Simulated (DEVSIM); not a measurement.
System: abrupt Ge p-n junction, at 300 K.

Layer 1 from the left is Ge, thickness (μm) 2.30, Na (cm⁻³) 2.4e17, τn (s) 0.00042, τp (s) 0.00042. Layer 2 from the left is Ge, thickness (μm) 0.610, Nd (cm⁻³) 6.4e17, τn (s) 0.00042, τp (s) 0.00042.

Left contact: ohmic. Right contact: ohmic. Voltage is applied to the left contact. Recombination: SRH at mid-gap. Mobility is μmin + (μ − μmin)/(1 + (N/Nref)^α).

Constants are typed, rounded textbook-type inputs, not results; the design itself was drawn at random and stands for no fabricated device. Values at 300 K.

Ge: gap (eV) 0.664, affinity (eV) 4, permittivity 16, Nc (cm⁻³) 1.04e19, Nv (cm⁻³) 6e18, μn (cm²/Vs) 3900, μp (cm²/Vs) 1900, μn,min 150, μp,min 100, Nref,n 2.6e17, Nref,p 4e17, αn 0.56, αp 0.6.

Q: Estimate by hand the built-in potential, the peak field at zero bias, and compare with a numerical solution.

A: 
- Built-in potential: ni = √(Nc Nv) exp(−Eg/2kT) = 2.09e13 cm⁻³ with Eg = 0.664 eV; Vbi = kT/q ln(Na Nd/ni²) = 0.509 V; numerical 0.509 V.
- Peak field at zero bias: depletion approximation: W = √(2εVbi/(qN)) = 0.0718 μm with N = 1.75e17 cm⁻³; field = 2Vbi/W = 142000 V/cm; numerical 134000 V/cm (estimate above by 5.5 %).

DEVSIM, 1D drift-diffusion, Boltzmann statistics, complete ionisation; no tunnelling, impact ionisation, image-force lowering or self-heating.
